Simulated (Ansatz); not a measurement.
# A self-consistent single point of ScZnGaS₄ (P3m1, 7 atoms in the cell) with Ansatz

Method: r2SCAN, default PAW files made with PBE (plane waves; Ansatz, a program for electronic structure).

The input file:

Ansatz 0.2 input:
```yaml
# ScZnGaS4
crystal:
  lattice:
    - [3.82359000, 0.00000000, 0.00000000]
    - [-1.91179500, 3.31132600, 0.00000000]
    - [0.00000000, 0.00000000, 12.50878000]
  atoms:
    - { symbol: Sc, position: [0.00000000, 0.00000000, 0.78769000] }
    - { symbol: Zn, position: [0.33333300, 0.66666700, 0.49311000] }
    - { symbol: Ga, position: [0.66666700, 0.33333300, 0.21591000] }
    - { symbol: S, position: [0.66666700, 0.33333300, 0.87272000] }
    - { symbol: S, position: [0.00000000, 0.00000000, 0.13821000] }
    - { symbol: S, position: [0.66666700, 0.33333300, 0.39330000] }
    - { symbol: S, position: [0.00000000, 0.00000000, 0.59905000] }
basis:
  ecutwfc: 500.0 eV
kpoints:
  mp_grid: { grid: [9, 9, 3] }
hamiltonian:
  xc: r2scan
  pseudopotentials: { kind: paw }
scf:
  occupations: { method: fixed }
output:
  forces: true
  eigenvalues: true
  stress: true
```

The program printed (abridged):

```
WARN the atoms were moved onto the symmetric positions of the space group found under crystal.symmetry.tolerance 1.0e-5 (fractional …
WARN ansatz: RAYON_NUM_THREADS=1 ignored (pool sized by the plan → 1); use --threads N
Pseudopotentials: kind: paw
Pseudopotential: Sc, paw, valence charge 11
Pseudopotential: Zn, paw, valence charge 12
Pseudopotential: Ga, paw, valence charge 13
Pseudopotential: S, paw, valence charge 6
Crystal: 7 atoms, lattice volume = 158.376 Å³
Basis set: ecut = 500 eV, 3927 PW (Γ), exchange–correlation on 120×120×384 points (64 copies of the dense FFT grid, shifted against one another)
Bands: 37, of which v1, the nominal top of the filled ones, is band 30 counted from 1 (29 counted from 0)
Symmetry: 6 space group operations
Space group: P3m1 (ITA 156), of the structure as read, at distance tolerance 5.4e-5 Å
k-points: 31 of 243 (time reversal used)
PAW frozen core: Sc, regenerated for the run's functional
PAW frozen core: Zn, regenerated for the run's functional
PAW frozen core: Ga, regenerated for the run's functional
PAW frozen core: S, regenerated for the run's functional
Initial density: superposition of atomic densities (neutral atoms: chi_scale 0, normalization atom), corrected by the library's trained network
Initial wavefunctions: pseudopotential atomic-orbital guess
Eigensolver: davidson
Functional: x = r2scan, c = r2scan; τ floored in thin density (d = 2e-4 eV/Å³)
SCF iter   1: F=—  HF=-12887.688458 eV  |F-HF|=—  |Δ(HF+E_count)|=         —  Δρ=1.15e-2  dr2=1.99e-1  dr2_τ=3.81e-2  ethr=1.77e-3  ⟨swp⟩=5.0  Hψ=4410  notcnv=0  defer=152
all-band conjugate gradients solve this SCF's bands
preconditioner: auto → Resta (q_TF=auto, 2.321 Å⁻¹)
SCF iter   2: F=—  HF=-12887.706419 eV  |F-HF|=—  |Δ(HF+E_count)|=   1.80e-2  Δρ=3.29e-3  dr2=1.56e-2  dr2_τ=1.89e-3  ethr=3.32e-4  ⟨swp⟩=2.9  Hψ=2414  notcnv=0  defer=147
SCF iter   3: F=—  HF=-12887.704936 eV  |F-HF|=—  |Δ(HF+E_count)|=   1.48e-3  Δρ=2.62e-3  dr2=6.67e-3  dr2_τ=1.09e-4  ethr=2.60e-5  ⟨swp⟩=2.0  Hψ=1655  notcnv=0  defer=153
SCF iter   4: F=—  HF=-12887.704975 eV  |F-HF|=—  |Δ(HF+E_count)|=   3.98e-5  Δρ=6.94e-4  dr2=7.89e-4  dr2_τ=5.31e-5  ethr=1.11e-5  ⟨swp⟩=2.0  Hψ=1655  notcnv=0  defer=153
SCF iter   5: F=—  HF=-12887.704752 eV  |F-HF|=—  |Δ(HF+E_count)|=   2.24e-4  Δρ=2.09e-4  dr2=7.87e-5  dr2_τ=2.79e-6  ethr=1.32e-6  ⟨swp⟩=2.0  Hψ=1979  notcnv=0  defer=153
SCF iter   6: F=—  HF=-12887.704685 eV  |F-HF|=—  |Δ(HF+E_count)|=   6.67e-5  Δρ=7.48e-5  dr2=1.24e-5  dr2_τ=3.07e-7  ethr=1.31e-7  ⟨swp⟩=2.0  Hψ=1811  notcnv=0  defer=77
SCF iter   7: F=—  HF=-12887.704689 eV  |F-HF|=—  |Δ(HF+E_count)|=   3.85e-6  Δρ=2.55e-5  dr2=1.77e-6  dr2_τ=4.15e-8  ethr=2.07e-8  ⟨swp⟩=2.0  Hψ=1844  notcnv=0  defer=77
SCF iter   8: F=—  HF=-12887.704689 eV  |F-HF|=—  |Δ(HF+E_count)|=   6.18e-7  Δρ=1.29e-5  dr2=3.96e-7  dr2_τ=1.29e-8  ethr=2.94e-9  ⟨swp⟩=2.0  Hψ=1877  notcnv=0  defer=77
SCF iter   9: F=-12887.704690 eV  HF=-12887.704690 eV  |F-HF|=1.67e-8  |Δ(HF+E_count)|=   9.81e-8  Δρ=4.07e-6  dr2=4.72e-8  dr2_τ=2.34e-9  ethr=1.67e-10  ⟨swp⟩=11.0  Hψ=5882  notcnv=0
SCF 1 converged in 9 iterations: F = -12887.704690 eV  dr2 = 4.72e-8
SCF converged after 9 iterations
Free energy (F): -12887.704690 eV
Harris-Foulkes:  -12887.704690 eV  (|F-HF|=1.67e-8)
Internal energy: -12887.704690 eV  (E = F + TS)
E sigma→0 (E₀):  -12887.704690 eV
Fermi energy:    5.182336 eV
--- Per-component energies (eV) ---
  E_band       = -343.428479
  E_kinetic    = 931.270762
  E_local      = -6445.333091  (includes V_loc(G=0)·N_el)
  E_nonlocal   = 1244.214211
  E_hartree    = 2755.924136
  E_xc         = -651.762240
  E_vxc        = -630.191916  (∫ρ·V_xc dr)
  E_paw        = -7262.296214  (= ΣΔE_a)
  E_vpaw       = -988.171111  (= ΣTr[D̂ρ^β])
  E_aug_tail   = -0.000092  (compensation charges beyond the density's cutoff)
  E_vtau       = 32.936748  (kinetic-family band-sum trace: ∫τ·v_τ [+ j·A + Jᵃ·Aᵃ] dr)
  E_ewald      = -3458.208914
  E_core_change = -1.513247  (= ΣΔE_core)
  E_smearing   = -0.000000  (= −TS)
  E_closure    = 0.000000  (closes the sum)
  Σ components = -12887.704690   (vs F -12887.704690, Δ=0.00e0)
--- Forces (eV/Å), atoms counted from 1 ---
  atom   1  Sc    -0.00000000     0.00000000    -0.06154508
  atom   2  Zn    -0.00000000    -0.00000000    -0.04740283
  atom   3  Ga     0.00000000    -0.00000000     0.03097453
  atom   4  S      0.00000000     0.00000000    -0.04750379
  atom   5  S      0.00000000     0.00000000     0.28326604
  atom   6  S      0.00000000     0.00000000    -0.13168102
  atom   7  S     -0.00000000    -0.00000000    -0.02613419
  max |Σ_I F_I| component: 2.63e-5 eV/Å
--- Stress (GPa, compression-positive) ---
       -1.599292       0.000000      -0.000000
        0.000000      -1.599292       0.000000
       -0.000000      -0.000000      -1.572763
  P = ⅓ Tr σ = -1.5904 GPa (-15.904 kbar)
  The stress holds the Pulay correction. Without it, at fixed plane waves, as pw.x and ABINIT print it: P = -1.6260 GPa
--- Band table (eV; the first three rows and the last of 31) ---
  k-point 0: bands = ["-46.1331", "-23.8055", "-23.8055", "-23.7407", "-10.3581", "-10.2213", "-10.2213", "-10.1210", "-10.1210", "-8.9962", "-7.8327", "-7.7138", "-6.6335", "-1.0331", "-0.9209", "-0.9209", "-0.5816", "-0.5816", "-0.0396", "1.9073", [...]
  k-point 1: bands = ["-46.1331", "-23.8055", "-23.8055", "-23.7407", "-10.3581", "-10.2213", "-10.2213", "-10.1210", "-10.1210", "-8.9945", "-7.8832", "-7.6563", "-6.6432", "-1.0263", "-0.9209", "-0.9209", "-0.5817", "-0.5817", "-0.0334", "1.7205", [...]
  k-point 2: bands = ["-46.1324", "-23.8167", "-23.8078", "-23.7385", "-10.3588", "-10.2407", "-10.2166", "-10.1254", "-10.1210", "-8.8690", "-7.7556", "-7.6490", "-6.6078", "-1.0252", "-0.9049", "-0.8865", "-0.5899", "-0.5834", "-0.0386", "1.9262", [...]
  k-point 30: bands = ["-46.1262", "-23.8816", "-23.8549", "-23.7233", "-10.4170", "-10.2888", "-10.1893", "-10.1326", "-10.1289", "-7.4289", "-7.1782", "-6.9491", "-6.4132", "-1.6562", "-0.7305", "-0.7051", "-0.6089", "-0.5598", "-0.5373", [...]
```

The run converged in 9 iterations.

The starting cell comes from a database of computed structures (which also holds hypothetical and non-ambient phases and stackings), without a prior relaxation at this level. Ansatz's pressure includes its estimate of the finite-basis (Pulay) stress.

Cost on one core of a shared machine: roughly 30 s.
